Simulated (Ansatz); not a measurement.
Rh (Fm-3m), PBEsol, DFPT electron-phonon coupling, linearised Boltzmann equation in Ansatz (a first-principles code): Condition of this run: hydrostatic pressure 5 GPa (the target of the relaxation). phonon-limited resistivity 3.95 μΩ·cm at 300 K, 5.45 μΩ·cm at 400 K, current-weighted mean free path 8.9 nm, Drude plasma energy 10.29 eV.

Estimate the resistivity of a 20 nm square wire with diffuse walls from ρ ≈ ρ₀(1 + 3ℓ/4d).

1 + 0.75 × 8.9/20 = 1.33, so ρ ≈ 5.27 μΩ·cm and a line 1 μm long has 132 Ω. The formula is the free-electron limit for d well above ℓ; grain boundaries add to it.

What is the classical skin depth at 100 GHz (nonmagnetic, μ₀ = 1.257×10⁻⁶ H/m)?

δ = √(ρ/(π f μ₀)) = 316 nm.

Estimate the electronic thermal conductivity at 300 K by the Wiedemann-Franz law (L₀ = 2.44×10⁻⁸ W·Ω/K²).

L₀T/ρ = 2.44×10⁻⁸ × 300/(3.95×10⁻⁸) = 185 W/(m·K). Inelastic scattering puts the true Lorenz number somewhat under L₀ near and below the Debye temperature.

A metal at this level (no band gap). Only scattering by harmonic phonons is included (no impurities, grain boundaries, electron-electron scattering or thermal expansion). Spin-orbit coupling is left out. Halving the electron mesh (40x40x40) moves the resistivity by up to 6 % at 300 K, the mean free path by up to 1 %. Smearing 0.20 eV; phonons on a 6x6x6 q mesh, which this run doesn't test.
